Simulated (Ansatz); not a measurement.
**Variants of one calculation on Al (P3_121, 3 atoms in the cell)**

```
CELL_PARAMETERS angstrom
      4.41292     0.00000     0.00000
     -2.20646     3.82170     0.00000
      0.00000     0.00000     5.00661
ATOMIC_POSITIONS crystal
  Al 0.22540 0.00000 0.83333
  Al 0.00000 0.22540 0.16667
  Al 0.77460 0.77460 0.50000
```

Base run A: LDA (PW92), default PAW files made with PBE in Ansatz (a quantum-chemistry and plane-wave program), self-consistent single point.

Its settings: kpoints.mp_grid.grid = 9 9 7; hamiltonian.xc = lda; hamiltonian.pseudopotentials = {kind: paw} (the program's default PAW files); scf.occupations.method = gaussian; scf.occupations.width = 0.05 eV.

The starting cell was generated: these elements placed on a structure prototype, without a prior relaxation; it need not be a known phase or ordering of this composition. Its lattice was rescaled by a random factor within 2.5 % of one. In the base run, forces exceed 1 eV/Å. Ansatz's pressure includes its estimate of the finite-basis (Pulay) stress.

ΔF is the free energy per atom less that of run A. 

Runs B sample the zone with one or two k-points, far too few for so small a cell.

Run A gave: pressure (GPa) -1.81; largest force (eV/Å) 2.093; k-points 69; valence electrons 9.

Runs:
- B: kpoints.mp_grid.grid: 9 9 7 → 1 1 1
- C: scf.occupations.width: 0.05 eV → 0.15 eV
- D: scf.convergence.dr2_threshold: default (1e-07 eV) → 1e-06 eV
- E: 2 x 2 x 1 supercell, mesh divided and rounded up; kpoints.mp_grid.grid: 9 9 7 → 5 5 7
- F: kpoints.mp_grid.grid: 9 9 7 → 10 10 7; scf.occupations.width: 0.05 eV → 0.03 eV
- G: scf.mixing.algorithm: default (the program chose MSR1) → anderson; scf.mixing.beta: default → 0.05
- H: basis.precision: default → f64
- I: scf.mixing.preconditioner: default (the program chose none) → kerker_dos

Problem. What does run F change against A?

Solution. The free energy goes down by 5.5 meV/atom, the pressure stays near -1.84 GPa while the zz stress (positive for compression) goes from 3.23 to 2.79 GPa and the largest force goes from 2.093 to 2.135 eV/Å.

| run | ΔF (meV/atom) | pressure (GPa) | largest force (eV/Å) | k-points | valence electrons |
|---|---|---|---|---|---|
| A | 0.00 | -1.81 | 2.093 | 69 | 9 |
| B | 1925.1 | 7.72 | 1.341 | 1 | 9 |
| C | -5.5 | -1.79 | 2.106 | 69 | 9 |
| D | 0.00 | -1.81 | 2.093 | 69 | 9 |
| E | -5.9 | -1.84 | 2.135 | 26 | 36 |
| F | -5.5 | -1.84 | 2.135 | 80 | 9 |
| G | 0.00 | -1.81 | 2.093 | 69 | 9 |
| H | 0.00 | -1.81 | 2.093 | 69 | 9 |
| I | 0.00 | -1.81 | 2.093 | 69 | 9 |

Keys are those of Ansatz 0.2.
